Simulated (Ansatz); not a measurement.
# BeS: pressure series

Base system: BeS in the zinc blende structure (space group F-43m, No. 216; a = 4.796 Å).

Cell and atoms are relaxed at each pressure.

Computed with LDA (Ansatz, a quantum-chemistry and plane-wave program; PAW; 420 eV plane waves; scalar-relativistic without spin-orbit coupling).

Notes on the quantities. hole mass: degenerate bands, along [100].

```csv
case,shortest interatomic distance,hole mass,band gap,density
base,2.077 Å,"0.34, 0.53, 0.53 mₑ (at Γ)",2.82 eV,2.47 g/cm³
pressure −2 GPa,2.091 Å,"0.33, 0.54, 0.54 mₑ (at Γ)",2.87 eV,2.42 g/cm³
pressure −1 GPa,2.084 Å,"0.34, 0.53, 0.53 mₑ (at Γ)",2.85 eV,2.45 g/cm³
pressure 0.9 GPa,2.071 Å,"0.34, 0.52, 0.52 mₑ (at Γ)",2.80 eV,2.49 g/cm³
pressure 2.1 GPa,2.063 Å,"0.34, 0.51, 0.51 mₑ (at Γ)",2.78 eV,2.52 g/cm³
pressure 4.5 GPa,2.049 Å,"0.34, 0.50, 0.50 mₑ (at Γ)",2.73 eV,2.58 g/cm³
pressure 9 GPa,2.025 Å,"0.35, 0.48, 0.48 mₑ (at Γ)",2.64 eV,2.67 g/cm³
pressure 15 GPa,1.997 Å,"0.36, 0.46, 0.46 mₑ (at Γ)",2.52 eV,2.78 g/cm³
pressure 22.5 GPa,1.967 Å,"0.36, 0.43, 0.43 mₑ (at Γ)",2.39 eV,2.91 g/cm³
pressure 30 GPa,1.942 Å,"0.37, 0.41, 0.41 mₑ (at Γ)",2.27 eV,3.02 g/cm³
```

Load acts through the strain it causes; cell and atoms are relaxed under it. Masses are band curvatures over ±0.01 Å⁻¹ around the edge. Whether these cells are dynamically stable was not tested. No other phases were tried under pressure.
